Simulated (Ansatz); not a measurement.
Base system: TiC in the rock salt structure (space group Fm-3m, No. 225; a = 4.2930 Å; relaxed with 0.1 eV smearing). Axes: x, y, z lie along the cube axes.

All numbers come from PBEsol in Ansatz (plane waves to 420 eV, PAW, no spin-orbit coupling), earlier PAW set.

It is then changed as follows: every lattice vector is stretched by 1.33 %; the atoms relax in the strained cell.

Task: Predict the stress tensor and what it implies for the stiffness.

Result: Stress of the strained cell less that of the base (GPa, compression positive):
```
   -9.8     0.0     0.0
    0.0    -9.8     0.0
    0.0     0.0    -9.8
```

Then B = −ΔP/(ΔV/V₀) with ΔV/V₀ = 0.0404 gives secant stiffness values (nonlinear terms included at this strain): B ≈ 242 GPa.

As a check, the harmonic strain energy −½ V₀ Δσ:ε is 12 meV/atom; the computed energy rise is 13 meV/atom.

No phonon test of stability was made. The final runs are not spin-polarised.

Ansatz is a quantum-chemistry and plane-wave program.
